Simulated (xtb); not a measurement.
xtb 6.7.1, GFN2-xTB: Zr(F)3(amdMe) (CC1[N](C)[Zr]([F])([F])([F])<-[N]=1C), 19 atoms. The geometry is a generated start, not checked to be a minimum at this level.

```yaml
run_flags: --grad
method: GFN2-xTB
"--acc": 1 (default)
"--etemp (K)": 300 (default)
basis_functions: 55
valence_electrons: 60
```

```xyz
19

Zr     0.4492     0.1534     2.1243
F      2.2164     0.3353     2.7134
F     -0.3683    -1.4692     2.5953
F     -0.4445     1.3876     3.2255
C     -0.5010    -0.2411    -1.7748
C      0.0048     0.0421    -0.3837
N     -0.5008     0.9902     0.4110
C     -1.6221     1.8183    -0.0034
N      1.0195    -0.5964     0.1864
C      1.6983    -1.6915    -0.4842
H     -0.3634    -1.2899    -2.0240
H      0.0530     0.3624    -2.4935
H     -1.5558     0.0063    -1.8571
H     -1.8060     2.5475     0.7880
H     -1.3968     2.3544    -0.9332
H     -2.5346     1.2243    -0.1502
H      2.5731    -1.9559     0.1122
H      1.0491    -2.5741    -0.5627
H      2.0301    -1.4039    -1.4893
```

Charge 0 and multiplicity 1 are set for this test and not shown to be the ground state.

One run each on 1 thread. Values of broydamp tried: 0.02, 0.05, 0.1, 0.2, 0.4 (default), 0.6, 0.8, 1.

Which value of broydamp needs the fewest SCC iterations, and what happens away from it?

Fewest SCC iterations, within one of each other: 0.2 with 13, 0.4 (default) with 12, 0.6 with 12, 0.8 with 13. The count rises to 20 at 0.02. All converge to one solution.

```json
[
 {"broydamp": "0.02", "SCC iterations": "20", "end": "same solution"},
 {"broydamp": "0.05", "SCC iterations": "17", "end": "same solution"},
 {"broydamp": "0.1", "SCC iterations": "16", "end": "same solution"},
 {"broydamp": "0.2", "SCC iterations": "13", "end": "same solution"},
 {"broydamp": "0.4 (default)", "SCC iterations": "12", "end": "same solution"},
 {"broydamp": "0.6", "SCC iterations": "12", "end": "same solution"},
 {"broydamp": "0.8", "SCC iterations": "13", "end": "same solution"},
 {"broydamp": "1", "SCC iterations": "14", "end": "same solution"}
]
```
